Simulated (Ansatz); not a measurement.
By PBEsol, the system below comes out a metal.

Consider the following.

```
ZrC
1.0
    3.33250     0.00000     0.00000
    0.00000     3.33250     0.00000
    1.66625    -1.66625     2.35643
Zr C
1 1
Cartesian
  0.00000   0.00000   0.00000
  1.66625   1.66625   0.00000
```

The cell is taken as given; by PBEsol it stands under a pressure of -6.3 GPa.

The current flows along the normal of the first two printed cell vectors, the (001) plane of the conventional cell. No spin-orbit coupling; the value is a mean over 0.1 eV about the Fermi level.

### Question
Give the ballistic conductance per area that PBEsol in Ansatz (a first-principles code) yields.

### Answer
0.24 × 10¹⁵ S/m² for both spins.
